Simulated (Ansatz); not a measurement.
The starting structures come from a database of crystals and need not be the phases stable at ambient conditions.

Here is the system:

```xyz
12
Lattice="7.0779 0.0000 0.0767 0.0000 8.0863 0.0000 -3.2742 0.0000 3.4909" Properties=species:S:1:pos:R:3 pbc="T T T"
Ge     6.1683     5.0507     0.9427
Ge    -0.7275     1.0075     0.8795
Ge     2.7330     3.0356     1.0015
Ge     2.7078     7.0788     0.8207
F      4.8338     6.3861     0.6711
F      0.6070     2.3429     1.1510
F      3.0894     1.7002     2.3159
F     -0.9228     5.7434     2.9972
F      0.5243     7.8199     0.2917
F      4.9166     3.7768     1.5305
F     -0.0599     0.2664     3.0247
F      2.2265     4.3095     2.2883
```

Space group of this cell: P2_12_12_1. The cell was relaxed by PBE-D3(BJ); by r2SCAN its mean pressure is -3.1 GPa.

Transport runs along the normal of the first two printed cell vectors.

The gap is the functional's own. No spin-orbit coupling. Mid-gap values are interpolated on the energy grid.

Q: Compute, with r2SCAN (Ansatz, a program for electronic structure), the band gap and the smallest decay constant κ at mid-gap.

A: Gap 4.50 eV on a 8×4×8 mesh; κ = 0.420 1/Å, at the zone centre.
